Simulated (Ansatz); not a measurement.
The starting structures come from a database of crystals and need not be the phases stable at ambient conditions.

**Evanescent states of K$_{3}$Sb$_{2}$Au$_{3}$ (R-3m, not sure to be the ambient phase, 8 atoms a cell, 30.6 Å³ an atom) along the normal of (101)**

These are r2SCAN (plane waves, PAW; Ansatz, a program for electronic structure) values and carry that method's errors.

The gap is the functional's own. No spin-orbit coupling. Mid-gap values are interpolated on the energy grid.

Energies count from the valence-band top; κ is the least over a 6×4 mesh across the current.

```tsv
E (eV)	κ (1/Å)	where
0.04	0.079	off Γ
0.12	0.106	off Γ
0.20	0.115	off Γ
0.28	0.121	off Γ
0.36	0.125	off Γ
0.44	0.127	off Γ
0.52	0.127	off Γ
0.60	0.126	off Γ
0.68	0.123	off Γ
0.76	0.119	off Γ
0.84	0.113	off Γ
0.92	0.105	off Γ
1.00	0.095	off Γ
1.08	0.081	off Γ
1.16	0.060	off Γ
1.24	0.016	off Γ
```

Problem. How thick must the barrier be to attenuate the transmission by 10^4 when the electrodes' Fermi level lies at 0.28 eV, and what attenuation does that film give at 1.00 eV?

Solution. d = 4 ln 10 / (2 × 0.121) = 38.1 Å. At 1.00 eV it gives 4 × 0.095/0.121 = 3.1 decades.
